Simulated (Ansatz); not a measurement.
```
CELL_PARAMETERS angstrom
      4.11116     0.00000     0.00000
      0.00000     4.11116     0.00000
      0.00000     0.00000     4.19201
ATOMIC_POSITIONS crystal
  Sr 0.50000 0.50000 0.55390
  Zr 0.00000 0.00000 0.00408
  O  0.00000 0.00000 0.48200
  O  0.50000 0.00000 0.95201
  O  0.00000 0.50000 0.95201
```

Relaxed-ion tensors in this frame from PBEsol in Ansatz (a quantum-chemistry and plane-wave program). Proper piezoelectric stress tensor e (C/m²):

```
 0.00   0.00   0.00   0.00   4.36   0.00
 0.00   0.00   0.00   4.36   0.00   0.00
-0.41  -0.41   4.47   0.00   0.00   0.00
```

Stiffness C (GPa):

```
 284  82.3  94.0   0.0   0.0   0.0
82.3   284  94.0   0.0   0.0   0.0
94.0  94.0   211   0.0   0.0   0.0
 0.0   0.0   0.0  46.7   0.0   0.0
 0.0   0.0   0.0   0.0  46.7   0.0
 0.0   0.0   0.0   0.0   0.0  75.7
```

The cell is a database entry relaxed within its symmetry; it need not be the phase found at ambient conditions. Sr is the large-site (A) cation and Zr the one bonded closest to the anions (B).

### Question
Obtain the piezoelectric strain tensor d.

### Answer
d = e S with S = C⁻¹, in pC/N:

```
 0.0   0.0   0.0   0.0  93.4   0.0
 0.0   0.0   0.0  93.4   0.0   0.0
-8.5  -8.5  28.8   0.0   0.0   0.0
```
At this level the polar cell without biaxial strain is unstable to a cell-doubling distortion (lowest mode away from Γ 143i cm⁻¹ on a 2×2×2 mesh), so it is not the ground state.
